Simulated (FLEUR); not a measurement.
A self-consistent single point of K3I2Br (P-3m1, 6 atoms in the cell) with FLEUR.

Method: PBEsol, all-electron FLAPW (FLEUR), scalar-relativistic valence in FLEUR.

The change in words: lattice scaled by 0.98. Reference geometry:
```xyz
6
Lattice="4.8989 0.0000 0.0000 -2.4494 4.2425 0.0000 0.0000 0.0000 12.0428" Properties=species:S:1:pos:R:3 pbc="T T T"
K      0.0000     0.0000     6.0214
K      0.0000     2.8284     1.8224
K      2.4494     1.4142    10.2204
I      0.0000     2.8284     8.1148
I      2.4494     1.4142     3.9280
Br     0.0000     0.0000     0.0000
```

Reference input (self-consistent single point, DFT, PBEsol, all-electron FLAPW (FLEUR), scalar-relativistic valence): Kmax = 3.8 1/bohr; GmaxXC = 11.4 1/bohr; xcFunctional = PBEs; jspins = 1; l_soc = F; mode = hist; fermiSmearingEnergy = 0.0001 Htr; mesh (inpgen div1-3) = 5 5 2; inpgen gamma flag = true; Gmax = 11.4 1/bohr; numbands = 0; maxIterBroyd = 15. This run's input differs from it in these lines:

```diff
@@ -3,5 +3,5 @@
 &input film=f /
-4.8988700751 -0.0000000174 0.0000000000
--2.4494350225 4.2425459436 0.0000000000
-0.0000000000 0.0000000000 12.0428500000
+4.8008928275 -0.0000002100 0.0000000000
+-2.4004462319 4.1576952544 0.0000000000
+0.0000000000 0.0000000000 11.8019930000
 1.8897261246
@@ -48,5 +48,5 @@
          <bravaisMatrix>
-            <row-1>    9.2575227619376328    -0.0000000328812346     0.0000000000000000</row-1>
-            <row-2>   -4.6287613525284383     8.0172499044366763     0.0000000000000000</row-2>
-            <row-3>    0.0000000000000000     0.0000000000000000    22.7576882596391066</row-3>
+            <row-1>    9.0723725975315119    -0.0000003968424862     0.0000000000000000</row-1>
+            <row-2>   -4.5361859551190600     7.8569053403651230     0.0000000000000000</row-2>
+            <row-3>    0.0000000000000000     0.0000000000000000    22.3025344944463271</row-3>
          </bravaisMatrix>
```

The program printed (abridged):

```
 Iteration:     1   Distance:       2.44698098 me/bohr^3
 Iteration:     2   Distance:       2.24215170 me/bohr^3
 Iteration:     3   Distance:       1.20543787 me/bohr^3
 Iteration:     4   Distance:       0.46473528 me/bohr^3
 Iteration:     5   Distance:       0.39614369 me/bohr^3
   [... 9 lines left out ...]
 Iteration:    15   Distance:       0.00002291 me/bohr^3
 Iteration:    16   Distance:       0.00002087 me/bohr^3
 Iteration:    17   Distance:       0.00001019 me/bohr^3
 Iteration:    18   Distance:       0.00000274 me/bohr^3
 Reset of history
 Run finished successfully
 Stop message:
   Structural relaxation: new displacements generated

[file out, last iteration]
             iter=     19
[...]
          total density-effective poten   -3.0804580021E+04
          total charge density-energy d   -5.4590522419E+02
 Updated energy parameters for spin:           1
[...]
 fermi energy and band-weighting factors:

[...]
FERMIE:
          first approx. to ef    (T=0)  :   0.031599 htr   (energy of the highest occ. eigenvalue)
          number of occ. states  (T=0)  :        340
          first approx. to seigv (T=0)  : -46.300737 htr
          sum of weights of occ. states :  34.000000
          sum of semicore charge        :   0.000000 e
FERHIS:  Fermi-Energy by histogram:
          bandgap                     :   0.142909 htr
   [... lines left out ...]
          charge neutrality (T=0)     :   0.000000    (zero if the highest occ. eigenvalue is "entirely" occupied)
 Direct bandgap for spin            1 :   0.14290883544380381       Htr
 ---->    free energy=                    -18641.4671903527 htr
   [... lines left out ...]
 TOTAL FORCE FOR ATOM TYPE=  2  X=  4.536   Y= -2.619   Z=  3.375
                       FX_TOT= 0.000000 FY_TOT= 0.000000 FZ_TOT= 0.000034
 TOTAL FORCE FOR ATOM TYPE=  3  X=  4.536   Y= -2.619   Z= -7.274
                       FX_TOT= 0.000000 FY_TOT= 0.000000 FZ_TOT= 0.000281
 TOTAL FORCE FOR ATOM TYPE=  4  X=  0.000   Y=  0.000   Z=  0.000
                       FX_TOT= 0.000000 FY_TOT= 0.000000 FZ_TOT= 0.000000
```

The run converged in 18 iterations. FLEUR gives forces in its relaxation mode, with a further iteration, so its stop message speaks of a relaxation. Against the reference run the free energy hardly moves (within 1 meV/atom) and the gap on the mesh goes from 3.752 to 3.889 eV.

The starting cell comes from a database of computed structures (which also holds hypothetical and non-ambient phases and stackings), without a prior relaxation at this level. For this run, on top of that: lattice scaled by 0.98. Spin-orbit coupling is off. Values depend on the basis (sphere radii, cutoffs, local orbitals), which need not be converged.

Cost on one core of a shared machine: roughly 3 min.
